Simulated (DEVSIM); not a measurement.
Structure: Pt/SiO2/n-Si capacitor, at 300 K.

| layer (left to right) | material | thickness (nm) | Nd (cm⁻³) |
|---|---|---|---|
| 1 | SiO2 | 4.90 | - |
| 2 | Si | 1700 | 1.2e17 |

Metal gate on the left, work function 5.6 eV. Fixed charge at the semiconductor interface 0 cm⁻² (in units of +e); no interface traps.

This is a model device: material constants are rounded textbook-type values typed into the input, and sizes, dopings and lifetimes were drawn at random. Values at 300 K.

```tsv
parameter	SiO2	Si
gap (eV)	9	1.124
affinity (eV)	0.9	4.05
permittivity	3.9	11.7
Nc (cm⁻³)	-	2.86e19
Nv (cm⁻³)	-	3.1e19
```

Simulated with DEVSIM: 1D Poisson equation in equilibrium, Boltzmann statistics, complete ionisation; no quantum confinement or tunnelling. Metal contacts follow the ideal Schottky-Mott rule: no Fermi-level pinning, no interface dipoles.

Question: Tabulate band edges, carrier densities and field at 0.7 V on the gate.

Answer: Energies count from the Fermi level of the right contact; mesh points crowd at the junctions.

| x (μm) | Ec (eV) | Ev (eV) | n (cm⁻³) | p (cm⁻³) | field (V/cm) |
|---|---|---|---|---|---|
| 0.000 | 4.000 | -5.000 | < 1e2 | < 1e2 | -400000 |
| 0.001006 | 3.959 | -5.040 | < 1e2 | < 1e2 | -400000 |
| 0.002374 | 3.904 | -5.096 | < 1e2 | < 1e2 | -400000 |
| 0.003841 | 3.845 | -5.155 | < 1e2 | < 1e2 | -400000 |
| 0.005114 | 0.650 | -0.474 | 3.4e8 | 3.4e11 | -130000 |
| 0.006540 | 0.631 | -0.493 | 7.1e8 | 1.6e11 | -130000 |
| 0.009441 | 0.594 | -0.530 | 3.0e9 | 3.9e10 | -130000 |
| 0.01796 | 0.493 | -0.631 | 1.5e11 | 7.9e8 | -110000 |
| 0.03270 | 0.351 | -0.773 | 3.6e13 | 3300000 | -83000 |
| 0.06074 | 0.192 | -0.932 | 1.7e16 | 6800 | -32000 |
| 0.1198 | 0.142 | -0.982 | 1.2e17 | 990 | -400 |
| 0.2932 | 0.142 | -0.982 | 1.2e17 | 970 | ≈ 0 |
| 0.5931 | 0.142 | -0.982 | 1.2e17 | 970 | ≈ 0 |
| 1.099 | 0.142 | -0.982 | 1.2e17 | 970 | ≈ 0 |
| 1.463 | 0.142 | -0.982 | 1.2e17 | 970 | ≈ 0 |
| 1.587 | 0.142 | -0.982 | 1.2e17 | 970 | ≈ 0 |
| 1.645 | 0.142 | -0.982 | 1.2e17 | 970 | ≈ 0 |
| 1.676 | 0.142 | -0.982 | 1.2e17 | 970 | ≈ 0 |
| 1.694 | 0.142 | -0.982 | 1.2e17 | 970 | ≈ 0 |
| 1.700 | 0.142 | -0.982 | 1.2e17 | 970 | ≈ 0 |
| 1.703 | 0.142 | -0.982 | 1.2e17 | 970 | ≈ 0 |
| 1.705 | 0.142 | -0.982 | 1.2e17 | 970 | ≈ 0 |
